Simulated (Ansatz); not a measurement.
We consider BP (P6₃mc, No. 186, 4 atoms in the cell; start mp-1008559; a measured phase of this formula has another space group), described by LDA in Ansatz (PAW).

Run with plane-wave cutoff 520 eV, 12×12×6 k mesh (along the axes of the cell as run), scalar-relativistic PAW data made under PBE.

Computed at the level's own relaxed cell.

Hill averages of the elastic tensor: K = 176.3 GPa, G = 169.3 GPa. Volume 11.318 Å³/atom, mean atomic mass 20.892 u.

**Question.** Work out the density, the sound velocities of a polycrystal and the elastic Debye temperature at this level.

**Answer.** ρ = 1.66054 × 20.892/11.318 = 3.065 g/cm³. v_l = √[(K + 4G/3)/ρ] = 11.453 km/s and v_t = √(G/ρ) = 7.432 km/s. The mean follows from 3/v_m³ = 1/v_l³ + 2/v_t³: v_m = 8.152 km/s. Θ_D = (ħ/k_B) v_m (6π²/V)^(1/3) = 76.38 K Å s/km × 8.152 × 1.7360 Å⁻¹ = 1081 K, counting all atoms of the cell.

Note: the relaxation could not lower the start's symmetry, so the cell can be a saddle point above a distorted one.

A start named mp-… is a Materials Project structure, which need not be a measured phase.

Ansatz is a quantum-chemistry and plane-wave program.
